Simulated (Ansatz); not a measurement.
Cost and result by functional for the surface energy of the (332) surface of fcc Pt in its 1x1 cell, outermost plane spacing 0.42 Å in the ideal cut, in Ansatz (plane waves, PAW). Single points on the PBE structure, on one kind of machine; costs are rough ratios of the slab run's core time (references not counted) to the cheapest single point. r2SCAN's cost holds its higher cutoff (500 against 420 eV). Differences are taken against r2SCAN for comparison alone: no measured value is at hand, so the table doesn't rank accuracy.

Model: 25-atom slab, 10.2 Å thick at the start (thin: gaps and levels are the slab's own), 13x3x1 mesh, Fermi-Dirac 0.1 eV, dipole correction, all atoms relaxed; held to the start's symmetry, so lower structures may exist; no spin, no spin-orbit, no U. These notes are the PBE run's.

| functional | relative cost | surface energy (J/m²) | less r2SCAN (J/m²) |
|---|---|---|---|
| PBEsol | 1 | 2.01 | 0.21 |
| LDA | 1 | 2.20 | 0.40 |
| RPBE | 1 | 1.32 | -0.48 |
| r2SCAN | 2 | 1.80 | 0.00 |
| PBE (the relaxed run's value) | – | 1.58 | -0.22 |

The values span 0.87 J/m², while the single points' costs differ by a factor of roughly 2. Differences are of unrounded values.

Ansatz is a quantum-chemistry and plane-wave program.
